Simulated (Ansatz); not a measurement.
Base system: Ge in the diamond structure (space group Fd-3m, No. 227; a = 5.6727 Å). Axes: x, y, z lie along the cube axes.

Structures relaxed with Ansatz (an electronic-structure program) r2SCAN, scalar-relativistic without spin-orbit coupling, earlier PAW set.

Base:

Simulated powder pattern, Mo Kα, λ = 0.71073 Å (kinematic, ideal powder, no thermal factors, no anomalous dispersion; the 14 strongest lines at most, above 2 %, up to 2θ = 40°):

```json
[
 {"2θ (°)": "12.46", "I/Imax (%)": "100", "hkl": "(111)"},
 {"2θ (°)": "20.41", "I/Imax (%)": "83", "hkl": "(220)"},
 {"2θ (°)": "23.98", "I/Imax (%)": "52", "hkl": "(311)"},
 {"2θ (°)": "29.02", "I/Imax (%)": "15", "hkl": "(400)"},
 {"2θ (°)": "31.69", "I/Imax (%)": "22", "hkl": "(331)"},
 {"2θ (°)": "35.74", "I/Imax (%)": "29", "hkl": "(422)"},
 {"2θ (°)": "37.99", "I/Imax (%)": "16", "hkl": "(511)"}
]
```

After one change:

Simulated powder pattern, Mo Kα, λ = 0.71073 Å (kinematic, ideal powder, no thermal factors, no anomalous dispersion; the 14 strongest lines at most, above 2 %, up to 2θ = 40°):

```tsv
2θ (°)	I/Imax (%)
12.02	90
12.42	88
19.68	26
19.93	100
20.66	23
23.12	18
23.34	48
23.97	29
28.69	17
30.71	12
31.20	14
34.59	18
35.76	16
37.86	10.0
```

Task: Name the change that was made.
(A) biaxial strain −2.08 %, plane normal [111], relaxed out of plane
(B) biaxial strain +1.04 %, plane normal [001], relaxed out of plane
(C) biaxial strain +1.59 %, plane normal [111], relaxed out of plane
(D) biaxial strain +3.67 %, plane normal [110], relaxed out of plane

Result: D, biaxial strain +3.67 %, plane normal [110], relaxed out of plane. Its volume per atom is 24.23 Å³ against 22.82 Å³, and its space group is Imma (No. 74).

A biaxial case was relaxed in a doubled cell and then solved in the primitive one. Whether these cells are dynamically stable was not tested.
